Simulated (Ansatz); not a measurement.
Consider this model of amorphous Hf18O39Lu2.

```xyz
59
Lattice="9.2099 -0.0104 -0.0098 -0.0104 9.1828 0.3191 -0.0098 0.3191 9.0994" Properties=species:S:1:pos:R:3 pbc="T T T"
Hf     1.1375     0.9613     2.7699
Hf     6.9240     0.7851     2.5390
Hf     1.5269     8.0950     9.2176
Hf     4.6827     6.7596     7.4962
Hf     2.6285     1.0446     6.8357
Hf     1.9687     4.2838     6.7678
Hf     0.2312     3.4126     1.3506
Hf     5.9290     4.3894     1.4603
Hf     3.7661     1.9242     0.7304
Hf     6.9995     5.7741     5.0669
Hf     5.2954     3.3912     6.9960
Hf     8.4327     5.6358     7.8875
Hf     3.7300     8.4159     4.4514
Hf     2.6959     5.4885     3.1926
Hf     0.6791     7.7069     5.6865
Hf     4.4437     2.7634     3.9659
Hf     6.6027     9.0722     6.2172
Hf     8.4263     6.6729     2.1919
O      3.9658     4.0099     2.2199
O      5.5025     7.1958     5.4463
O      0.9910     8.9595     7.4876
O      8.7210     6.8658     4.1771
O      2.8268     4.0819     4.6054
O      0.9227     8.3183     2.0438
O      3.8414     5.0130     6.9312
O      0.6768     4.2103     8.4392
O      5.7625     8.5072     7.9617
O      6.1906     2.7091     2.8203
O      8.5007     1.5312     1.5266
O      1.2150     2.4283     6.2748
O      0.9786     5.2450     2.1831
O      0.4012     2.7740     3.4070
O      1.8098     2.1850     1.2152
O      5.3186     0.7499     1.2440
O      6.9252     5.4570     2.9986
O      8.9589     7.0943     9.2505
O      5.5058     0.4193     4.1793
O      3.1789     7.0642     8.9658
O      3.0522     0.4902     8.8815
O      7.0138     8.0761     2.0720
O      6.4325     5.2848     7.1960
O      2.2503     6.8082     4.6395
O      6.8237     1.8728     6.5249
O      3.9821     7.1333     2.8232
O      8.1675     0.4861     4.3679
O      3.3020     1.1686     2.9318
O      1.7682     9.3408     4.9057
O      8.5337     4.6102     5.9043
O      3.5485     8.4141     6.5104
O      5.5437     5.9600     0.3413
O      7.8375     4.4889     0.6863
O      5.6996     4.0761     5.0260
O      7.9469     7.3983     6.5302
O      5.3915     3.3880     9.0681
O      4.1706     1.9812     5.8087
O      1.1185     6.2080     6.9844
O      3.2080     2.8367     7.8958
Lu     8.5771     2.5565     5.2769
Lu     4.9751     7.9284     0.9921
```

Calculation: PBE, scalar-relativistic without spin-orbit coupling (plane waves to 420 eV, PAW; Ansatz, a quantum-chemistry and plane-wave program).

It comes from a melt-quench run on a machine-learned potential (CHGNet), relaxed afterwards by DFT. O atoms were pushed apart under 1.9 Å during the dynamics, to hinder bonds among them. The hot cell started wider than the set density and was brought back towards it in steps. It is the lowest in DFT energy of 2 quenches. It is a model cell: composition and starting density were chosen by hand, and all elements were melted together. No dispersion term was used. Its density started from a set value of 9.04 and ended at 9.05 g/cm³. Cooling (nominally 380 K/ps over its main leg) ran many orders faster than in experiment, which tends to leave more defects and strain. Values belong to this one cell and scatter from quench to quench. The volume was held where the preparation left it and the shape relaxed, at a PBE pressure of 0.0 GPa.

Neighbours within Hf-Hf 3.34 Å, Hf-O 2.90 Å, Hf-Lu 3.73 Å, O-O 1.58 Å, O-Lu 2.78 Å, Lu-Lu 4.11 Å count as bonded. Two cations that share two anions don't count as bonded, nor two that share one unless they lie closer than Hf-Hf 3.25 Å, Hf-Lu 3.63 Å, Lu-Lu 4.00 Å.

Problem. Give the coordination numbers, mean bond lengths and angles.

Solution. 
```yaml
Mean coordination of Hf by anions: 6.56 (2 with 5, 4 with 6, 12 with 7); 1 close contacts or bonds to cations besides
Mean coordination of O: 3.33 (27 with 3, 11 with 4, 1 with 5)
Mean coordination of Lu by anions: 6.00 (1 with 5, 1 with 7); 1 close contacts or bonds to cations besides
Mean Hf-O bond: 2.169 Å (spread 0.161 Å, 118 counted)
Mean O-Lu bond: 2.252 Å (spread 0.129 Å, 12 counted)
Bond angle at Hf: mean 102.0°, spread 29.8°
Bond angle at O: mean 113.0°, spread 18.8°
Bond angle at Lu: mean 102.1°, spread 30.9°
```

Problem. List the pairs of like atoms that count as bonded by the rules above.

Solution. There are none by these rules.
